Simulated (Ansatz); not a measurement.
Results of r²SCAN+SOC (Ansatz, an electronic-structure program, PAW) for HfO2 (model structure, started from the 3R-MoS2 type, R3m, No. 160, 3 atoms in the cell).

Settings: plane-wave cutoff 560 eV, 12×12×12 k mesh, Fermi–Dirac smearing 0.01 eV, PAW data made under PBE.

Cell (relaxed with PBE-D3(BJ)):

```yaml
crystal:
  lattice:
    - [1.55529, 0.89794, 4.82079]
    - [-1.55529, 0.89794, 4.82079]
    - [0.00000, -1.79589, 4.82079]
  atoms:
    - { symbol: Hf, position: [0.99979, 0.99979, 0.99979] }
    - { symbol: O, position: [0.74706, 0.74706, 0.74706] }
    - { symbol: O, position: [0.58645, 0.58645, 0.58645] }
```

### Question
What does this level give for the band gap, smallest direct gap on the k points sampled and Γ–Γ gap?

### Answer

* **band gap**: 1.76 eV (indirect)
* **smallest direct gap on the k points sampled**: 2.41 eV
* **Γ–Γ gap**: 3.28 eV

Note: the relaxation could raise the start's symmetry but not lower it, so the cell can be a saddle point; cell and atoms aren't relaxed at this level (largest force component 0.41 eV/Å, pressure -2.6 GPa).

Computed values are for the static lattice.

It cost roughly 6 core-minutes of CPU time.

A model structure was made by putting elements into a prototype or built by hand; it is no filed structure, need not be a known phase, and can be a saddle point held by its symmetry.
